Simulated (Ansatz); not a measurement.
Reference: Li2O2 (P6_3/mmc), PBEsol, rigid bands (plane waves, PAW, scalar-relativistic; Ansatz, a quantum-chemistry and plane-wave program); axes and stresses refer to this cell.

```yaml
crystal:
  lattice:
    - [3.12308, 0.00000, 0.00000]
    - [-1.56154, 2.70466, 0.00000]
    - [0.00000, 0.00000, 7.56452]
  atoms:
    - { symbol: Li, position: [0.00000, 0.00000, 0.00000] }
    - { symbol: Li, position: [0.00000, 0.00000, 0.50000] }
    - { symbol: Li, position: [0.33333, 0.66667, 0.25000] }
    - { symbol: Li, position: [0.66667, 0.33333, 0.75000] }
    - { symbol: O, position: [0.33333, 0.66667, 0.64933] }
    - { symbol: O, position: [0.66667, 0.33333, 0.35067] }
    - { symbol: O, position: [0.66667, 0.33333, 0.14933] }
    - { symbol: O, position: [0.33333, 0.66667, 0.85067] }
```

* **electron conductivity mass**: 0.96 mₑ
* **Seebeck coefficient, n-type 1e19 cm⁻³**: -329 μV/K
* **electron mass along z**: 0.44 mₑ

### Question
Change: functional r2SCAN on the same cell. What happens to electron conductivity mass, Seebeck coefficient, n-type 1e19 cm⁻³, electron mass along z?

### Answer
electron conductivity mass moves little, to 0.95 mₑ; Seebeck coefficient, n-type 1e19 cm⁻³ moves little, to -336 μV/K; electron mass along z drops to 0.42 mₑ.

Masses are for dilute carriers at 300 K, harmonic means over directions unless an axis is named. Seebeck coefficients are for the stated density at 300 K, with one relaxation time for all states and whether or not that doping can be reached. Spin-orbit coupling is left out unless a row names it. 

Formula and space group known from diffraction (Crystallography Open Database), not checked to be the room-temperature form: Li2O2 (P6_3/mmc).
